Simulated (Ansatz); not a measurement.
The starting structures come from a database of crystals and need not be the phases stable at ambient conditions.

**Evanescent states of BaF$_{2}$ (P6_3/mmc, not sure to be the ambient phase, 6 atoms a cell, 17.8 Å³ an atom, -3 GPa at this level) along the normal of (100)**

All values below come from r2SCAN (plane waves, PAW; Ansatz, a first-principles code).

The gap is the functional's own, uncorrected, and κ follows it; spin-orbit coupling is left out. Mid-gap values are interpolated between the computed energies.

Energies count from the valence-band top; κ is the least over a 8×6 mesh across the current.

```tsv
E (eV)	κ (1/Å)	where
0.15	0.281	Γ
0.47	0.347	Γ
0.78	0.393	Γ
1.08	0.426	Γ
1.40	0.451	Γ
1.71	0.470	Γ
2.02	0.484	Γ
2.33	0.494	Γ
2.63	0.501	Γ
2.94	0.504	Γ
3.25	0.504	Γ
3.56	0.501	Γ
3.88	0.495	Γ
4.18	0.486	Γ
4.50	0.474	Γ
4.80	0.458	Γ
5.12	0.438	Γ
5.42	0.412	Γ
5.74	0.376	off Γ
6.04	0.317	off Γ
6.36	0.235	off Γ
6.67	0.068	off Γ
```

Problem. How thick must the barrier be to attenuate the transmission by 10^6 when the electrodes' Fermi level lies at 1.40 eV, and what attenuation does that film give at 2.02 eV?

Solution. d = 6 ln 10 / (2 × 0.451) = 15.3 Å. At 2.02 eV it gives 6 × 0.484/0.451 = 6.4 decades.
